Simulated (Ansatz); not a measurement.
Consider the following.

```
CELL_PARAMETERS angstrom
      3.23342     0.00000     0.00000
      1.61671     2.80022     0.00000
      0.00000     0.00000    29.52042
ATOMIC_POSITIONS crystal
  Li 0.66667 0.16667 0.25512
  O  0.33333 0.83333 0.27621
  Li 0.00000 0.50000 0.29874
  Li 0.33333 0.83333 0.34350
  O  0.00000 0.50000 0.36585
  Li 0.66667 0.16667 0.38820
  Li 0.00000 0.50000 0.43293
  O  0.66667 0.16667 0.45528
  Li 0.33333 0.83333 0.47764
  Li 0.66667 0.16667 0.52236
  O  0.33333 0.83333 0.54472
  Li 0.00000 0.50000 0.56707
  Li 0.33333 0.83333 0.61180
  O  0.00000 0.50000 0.63415
  Li 0.66667 0.16667 0.65650
  Li 0.00000 0.50000 0.70126
  O  0.66667 0.16667 0.72379
  Li 0.33333 0.83333 0.74488
```

No spin polarisation.

Calculations: DFT with r2SCAN, PAW potentials and a 500 eV plane-wave cutoff in Ansatz (a program for electronic structure), no SOC. k-mesh 12×12×1 (Γ-centred); smearing 0.05 eV (Fermi–Dirac). The cell is a slab with vacuum along z.

### Question
What valence-band top at Γ (three highest levels, from the VBM) does the calculation give?

### Answer
0.00, 0.00, -0.03 eV.

### Question
Predict the gap character.

### Answer
Direct at Γ.

### Question
Predict the band gap.

### Answer
3.45 eV.

### Question
What layer's space group (with vacuum) does the calculation give?

### Answer
P-3m1 (No. 164).

Stability against distortions was not tested. The cell was made from Li2O in the anti-fluorite structure (space group Fm-3m, No. 225) by this change: a free-standing slab of 6 layers (18 atoms, 3 a layer) is cut normal to [111], with 15 Å of vacuum and the in-plane cell held at bulk.
